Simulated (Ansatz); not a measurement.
**ReB₂ (space group P6_3/mmc, No. 194)**

Space group P6₃/mmc (No. 194); a = 2.8903 Å, b = 2.8903 Å, c = 7.4536 Å, α = 90.00°, β = 90.00°, γ = 120.00°

```csv
atom,site,symmetry,x,y,z
Re,2c,-6m2,0.3333,0.6667,0.2500
B,4f,3m.,0.6667,0.3333,0.0482
```

Calculations: PBEsol (Ansatz, an electronic-structure program), no SOC. k-mesh 18×18×7 (Γ-centred); smearing 0.05 eV (Fermi–Dirac).

- Volume per atom = 8.99 Å³
- Density = 12.80 g/cm³
- Band gap = zero
- Total energy = -3681.326 eV/atom (σ→0; compares only within this code and set-up)

Whether these cells are dynamically stable was not tested. All final runs are without spin polarisation.
